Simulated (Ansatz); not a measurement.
Amorphous Ti$_{20}$O$_{42}$Hf, 63 atoms at 3.88 g/cm³, one PBE-relaxed geometry, zone centre. Methods: PBE, scalar-relativistic without spin-orbit coupling (Ansatz, a first-principles code); r2SCAN, scalar-relativistic without spin-orbit coupling (Ansatz); HSE06, scalar-relativistic without spin-orbit coupling (Ansatz). Plane waves to 420 eV (r2SCAN 500 eV); exact exchange is cut at the cell's faces. All rungs ran without spin polarisation.

Preparation: random packing, a CHGNet melt and quench, and a DFT relaxation. O atoms were pushed apart under 1.9 Å during the dynamics, to hinder bonds among them. The hot cell started wider than the set density and was brought back towards it in steps. It is the lowest in DFT energy of 2 quenches. It is a model cell: composition and starting density were chosen by hand, and all elements were melted together. No dispersion term was used. Its density started from a set value of 3.88 and ended at 3.88 g/cm³. Cooling (nominally 240 K/ps over its main leg) ran many orders faster than in experiment, which tends to leave more defects and strain. One small periodic cell is one sample of the glass; other quenches scatter about these values. The volume was held where the preparation left it and the shape relaxed, at a PBE pressure of 1.9 GPa. Stress components on the final sampling reach 2.0 GPa.

The relaxation ran on the zone centre alone. At PBE the gap is 2.83 eV on a 2×2×2 Γ-centred mesh, and the spacing at the zone centre alone 2.84 eV.

Q: What zone-centre spacing does r2SCAN give, roughly?

A: 3.20 eV (+0.36 eV against PBE).

Q: What zone-centre spacing does HSE06 give, roughly?

A: 4.40 eV (+1.56 eV against PBE).

The highest filled and the lowest empty state spread over these numbers of atoms (participation numbers): PBE: 18.0 and 11.8; r2SCAN: 17.7 and 11.4; HSE06: 17.7 and 12.8.
